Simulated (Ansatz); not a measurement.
Consider InP in the zinc blende structure (space group F-43m, No. 216; a = 5.907 Å). Axes: x, y, z lie along the cube axes.

Level of theory: Ansatz (a program for electronic structure) r2SCAN, spin-orbit coupling left out.

Base values:

| Quantity | Result |
|---|---|
| Shortest interatomic distance | 2.558 Å |
| Electron mass | 0.074 mₑ (at Γ) |
| Pressure | 0.00 GPa |

The change: biaxial strain −2.00 %, plane normal [001], relaxed out of plane (Cartesian); in-plane vectors clamped, the third vector and the atoms free.

Estimate the effect on the shortest interatomic distance, electron mass, ratio −ε⊥/ε∥ and pressure.

The shortest interatomic distance falls by 0.0153 Å, from 2.558 Å to 2.542 Å; the electron mass changes from 0.074 mₑ (at Γ) to 0.084 mₑ out of plane, 0.077 mₑ in plane (at Γ); the ratio −ε⊥/ε∥ is 1.07; the pressure (mean of the normal stresses, compression positive) goes from zero to 1.32 GPa.

The levels and masses belong to the bands next to the band gap. Masses are band curvatures over ±0.01 Å⁻¹ around the edge. Stability against distortions was not tested.
